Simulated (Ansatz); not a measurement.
Consider the following.

End structure of a constructed model of the (100) surface of fcc Al, a pseudomorphic layer of Zn in the host's stacking (bottom of the slab: a bare face, its two planes held):

```xyz
7
Lattice="2.8581 0.0000 0.0000 0.0000 2.8581 0.0000 0.0000 0.0000 28.0000" Properties=species:S:1:pos:R:3 pbc="T T T"
Al     1.4290     1.4290     8.1700
Al     0.0000     0.0000    10.1910
Al     1.4290     1.4290    12.2180
Al     0.0000     0.0000    14.2084
Al     1.4290     1.4290    16.2218
Al     0.0000     0.0000    18.2632
Zn     1.4290     1.4290    20.2332
```

Model: 7-atom slab, 11.7 Å thick at the start, 13x13x1 mesh, Fermi-Dirac 0.1 eV, dipole correction, single point; on the structure that PBE left under its start's symmetry; no spin, no spin-orbit, no U. It is one candidate, not shown to be the stable structure of the face.

**Question.** Predict the work function of the top face from r2SCAN, at the PBE geometry (Ansatz, a program for electronic structure).

**Answer.** 4.43 eV
